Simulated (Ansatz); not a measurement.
Here is the system:

```xyz
10
Lattice="3.0476 0.0000 0.0000 1.5238 6.1402 0.0000 0.0000 1.3841 5.6504" Properties=species:S:1:pos:R:3 pbc="T T T"
Ga     1.5238     2.8991     3.8720
Ga     3.0476     4.6252     1.7783
Ga     3.0476     1.3951     1.1595
Ga     1.5238     6.1293     4.4908
O      3.0476     7.1258     4.2001
O      1.5238     0.3986     1.4502
O      3.0476     2.7336     2.4679
O      1.5238     4.7908     3.1824
O      1.5238     4.2712     0.6167
O      3.0476     3.2532     5.0336
```

Space group of this cell: C2/m. The cell is taken as given; by r2SCAN its mean pressure is -1.5 GPa.

Level of theory: r2SCAN (plane waves, PAW; Ansatz, an electronic-structure program).

The current runs along the normal of the first two printed vectors; no spin-orbit coupling. Scaled by the factor s: both lengths across the current (ions clamped). Meshes 10×10×6 and 10×6 across the current in all rows.

| s | mean pressure (GPa) | band gap (eV) |
|---|---|---|
| 0.98 | 7.7 | 3.32 |
| 1.00 | -1.5 | 2.95 |
| 1.02 | -8.9 | ? |

Take the slope of the band gap against ln s from the two given rows, extrapolate to s = 1.02, and say what the run there gives.

Slope = (3.32 − 2.95) / ln 0.98 = -18.3 eV. The line gives 2.95 + (-18.3) × ln 1.02 = 2.59 eV. The run gives 2.51 eV, 0.08 eV under the line, 21 % of the predicted step.
